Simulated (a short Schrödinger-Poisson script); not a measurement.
Solved with a short Schrödinger-Poisson script written for these runs: 1D Poisson equation in equilibrium, electrons quantum, Hartree plus LDA exchange-correlation (BenDaniel-Duke, 40 states a valley, the channel's in-plane mass for all, wave functions free to enter the barrier), parabolic valleys, classical holes, donors ionised by Fermi statistics, acceptors fully, no traps, pinning or gate leakage.

Stack: gated Al0.33Ga0.67As/GaAs modulation-doped gas, at 20 K.

From the gate side: 10 nm Al0.33Ga0.67As; 20 nm Al0.33Ga0.67As, donors 2.4e18 cm⁻³; 3 nm Al0.33Ga0.67As; 6000 nm GaAs, acceptors 5e15 cm⁻³.

Constants are typed, rounded textbook-type inputs, not results; the design itself was drawn at random and stands for no fabricated device. Al0.33Ga0.67As: permittivity 11.96, conduction-band edge (eV) 0.261, gap (eV) 1.836, electron mass (mₑ) 0.0944, Nv at 300 K (cm⁻³) 9e18. GaAs: permittivity 12.9, conduction-band edge (eV) 0, gap (eV) 1.424, Nv at 300 K (cm⁻³) 9e18.

Channel valleys (confinement mass, in-plane density-of-states mass, number): Γ 0.067, 0.067, 1. At the gate the conduction-band edge of layer 1 lies 1.01 eV − eVg above the Fermi level of the channel; the field vanishes at the back. Donor level 0.02 eV below the band edge. The barrier under the gate holds no holes. Gaps are held at their typed values at every temperature. Mesh 0.08 nm at interfaces.

Give the sheet density of all electrons at Vg = 0.5 V (cm⁻²); the sheet density of all electrons at Vg = -0.5 V (cm⁻²); the lowest subband against the Fermi level at Vg = 0.5 V (meV).

sheet density of all electrons at Vg = 0.5 V (cm⁻²): 1.08e12; sheet density of all electrons at Vg = -0.5 V (cm⁻²): 6.41e9; lowest subband against the Fermi level at Vg = 0.5 V (meV): -38.6.
